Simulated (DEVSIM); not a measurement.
Structure: illuminated Si p-on-n cell, one wavelength, with a back-surface field, at 350 K.

Layer 1 from the left is Si, thickness (μm) 0.130, Na (cm⁻³) 6.2e18, τn (s) 0.00019, τp (s) 4.3e-6, absorption coefficient (cm⁻¹) 11000. Layer 2 from the left is Si, thickness (μm) 59.0, Nd (cm⁻³) 2.1e16, τn (s) 0.00027, τp (s) 0.00027, absorption coefficient (cm⁻¹) 11000. Layer 3 from the left is Si, thickness (μm) 0.330, Nd (cm⁻³) 2e18, τn (s) 0.00027, τp (s) 0.00027, absorption coefficient (cm⁻¹) 11000.

Left contact: ohmic, minority electron recombination velocity 900 cm/s. Right contact: ohmic, minority hole recombination velocity 10 cm/s. Voltage is applied to the left contact. Recombination: SRH at mid-gap, radiative, Auger. Light enters at the left, 3.9e16 photons cm⁻² s⁻¹, one pass, no reflection. Mobility is μmin + (μ − μmin)/(1 + (N/Nref)^α).

The device is made up for the run: typed textbook-type constants, with dimensions and the other settings drawn at random. Values at 300 K; Nc and Nv go as T^1.5, mobilities as T to minus their exponent, the gap by Varshni's rule with the affinity fixed.

Si: gap (eV) 1.124, affinity (eV) 4.05, permittivity 11.7, Nc (cm⁻³) 2.86e19, Nv (cm⁻³) 3.1e19, μn (cm²/Vs) 1417, μp (cm²/Vs) 470, μn,min 52, μp,min 45, Nref,n 9.7e16, Nref,p 2.2e17, αn 0.68, αp 0.72, T exponent of μn 2.3, T exponent of μp 2.2, B (cm³/s) 4.7e-15, Cn (cm⁶/s) 2.8e-31, Cp (cm⁶/s) 9.9e-32, Varshni α (eV/K) 0.000473, Varshni β (K) 636.

Model (solved in DEVSIM): 1D drift-diffusion, Boltzmann statistics, complete ionisation; no tunnelling, impact ionisation, image-force lowering or self-heating.

What does the simulation give for the short-circuit current, the fill factor, the dark forward voltage at 1 A/cm², the dark forward voltage at 100 A/cm²?

short-circuit current 6.24 mA/cm²; fill factor 0.80; dark forward voltage at 1 A/cm² 0.757 V; dark forward voltage at 100 A/cm² 0.873 V.
